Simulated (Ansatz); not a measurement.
A short convergence ladder for CsVN2 (R3m, 8 atoms in the cell)

```
CsVN2
1.0
    0.00000     4.19280     4.19280
    4.19280     0.00000     4.19280
    4.19280     4.19280     0.00000
Cs V N
2 2 4
Direct
  0.25344   0.25344   0.25344
  0.00000   0.00000   0.00000
  0.75000   0.75000   0.75000
  0.50000   0.50000   0.50000
  0.62500   0.62500   0.62500
  0.12500   0.62500   0.62500
  0.62500   0.62500   0.12500
  0.62500   0.12500   0.62500
```

Base method: PBEsol, default PAW files made with PBE (plane waves; Ansatz, an electronic-structure program).

Base settings: basis.ecutwfc = 30.9 Ry; kpoints.mp_grid.grid = 5 5 5; hamiltonian.xc = pbesol; hamiltonian.pseudopotentials = {kind: paw} (the program's default PAW files); scf.occupations.method = fixed.

**The width of Fermi-Dirac smearing**

In this ladder: scf.occupations.method = fermi_dirac.

The mesh stays at the base's, so the ladder's end is converged at best in this setting alone.

Only quantities that move along the ladder and can be compared are tabulated.

| scf.occupations.width | free energy less the last step's (meV/atom) | pressure (GPa) | largest difference of a force vector from the last step's (eV/Å) |
|---|---|---|---|
| 0.0735 Ry | -474.73 | 3.41 | 0.011 |
| 0.0367 Ry | -69.17 | -2.38 | 0.006 |
| 0.0147 Ry | -3.82 | -3.79 | 0.002 |
| 0.0073 Ry | -0.25 | -3.92 | 0.000 |
| 0.0015 Ry | 0.00 | -3.94 | 0.000 |

Widest scf.occupations.width that holds the free energy within 0.5 meV/atom of the last step, with all finer ones: 0.0073 Ry; the step before is off by 3.8 meV/atom.

Widest scf.occupations.width that holds the pressure within 1 GPa of the last step, with all finer ones: 0.0147 Ry; the step before is off by 1.6 GPa.

Widest scf.occupations.width that holds the forces within 0.01 eV/Å of the last step, with all finer ones: 0.0367 Ry; the step before is off by 0.011 eV/Å.

On the base run: the starting cell comes from a database of computed structures (which also holds hypothetical and non-ambient phases and stackings), without a prior relaxation at this level. Its lattice was rescaled by up to half a per cent. One atom was moved a little off its site on purpose. In the base run, with a pressure of about -4 GPa the cell is away from its equilibrium volume at this level. Ansatz's pressure includes its estimate of the finite-basis (Pulay) stress.

Keys are those of Ansatz 0.2.
